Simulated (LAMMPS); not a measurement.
MD of InP (zinc blende) at zero pressure, 1728 atoms, as a crystal; each row is its own run.

Method: classical MD, pair style vashishta, file InP.vashishta, run in LAMMPS.

```
T (K)  volume (Å³/atom)
-----  ----------------
200              25.451
300              25.562
610              25.945
810              26.230
1220             26.998
1420             27.509
1620             28.257
```

Question: Fit a straight line, y = a + b x, to these rows (x is the first column, y the second) and predict the run at x = 1010.

Answer: Least squares gives a = 24.907 and b = 0.001878. At x = 1010 the fit predicts 26.803 Å³/atom. The run itself gave 26.569 ± 0.003 Å³/atom, so the fit is 0.88 % high.

Caution (rows 1420; 1620): this crystal lies over the melting point of about 1320 K that InP.vashishta gives, so it is superheated.
